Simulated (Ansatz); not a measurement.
```yaml
crystal:
  lattice:
    - [20.50000, 0.00000, 0.00000]
    - [0.00000, 21.00000, 0.00000]
    - [0.00000, 0.00000, 2.89680]
  atoms:
    - { symbol: Ag, position: [0.47667, 0.50000, 0.00000] }
    - { symbol: Ag, position: [0.51427, 0.61299, 0.50000] }
    - { symbol: Ag, position: [0.55074, 0.72256, 0.00000] }
    - { symbol: Ag, position: [0.59837, 0.50000, 0.50000] }
    - { symbol: Ag, position: [0.63755, 0.61411, 0.00000] }
    - { symbol: Ag, position: [0.71639, 0.50000, 0.00000] }
    - { symbol: Ag, position: [0.37821, 0.56983, 0.50000] }
    - { symbol: Ag, position: [0.28273, 0.63755, 0.00000] }
    - { symbol: Ag, position: [0.41521, 0.68463, 0.00000] }
    - { symbol: Ag, position: [0.37821, 0.43017, 0.50000] }
    - { symbol: Ag, position: [0.28273, 0.36245, 0.00000] }
    - { symbol: Ag, position: [0.27780, 0.50000, 0.00000] }
    - { symbol: Ag, position: [0.51427, 0.38701, 0.50000] }
    - { symbol: Ag, position: [0.55074, 0.27744, 0.00000] }
    - { symbol: Ag, position: [0.41521, 0.31537, 0.00000] }
    - { symbol: Ag, position: [0.63755, 0.38589, 0.00000] }
```

Method: PBE (plane waves to 420 eV, PAW; Ansatz, a quantum-chemistry and plane-wave program). Mesh 1×1×22. No spin polarisation. Isolated but for its images some 11 Å away. A hypothetical model. Only distortions within the start's symmetry and period were free. Values not marked SOC lack spin–orbit coupling. Buckling under compression is shut out by symmetry and the short period.

Problem. Give the properties of this body.

Solution. 
| Property | Result |
|---|---|
| largest distance between nuclei across the axis | 9.35 Å |
| PBE gap | none (under 0.01 eV) |
| work function (PBE) | 3.98 eV |
| axial stiffness dF/dε | 109 nN |
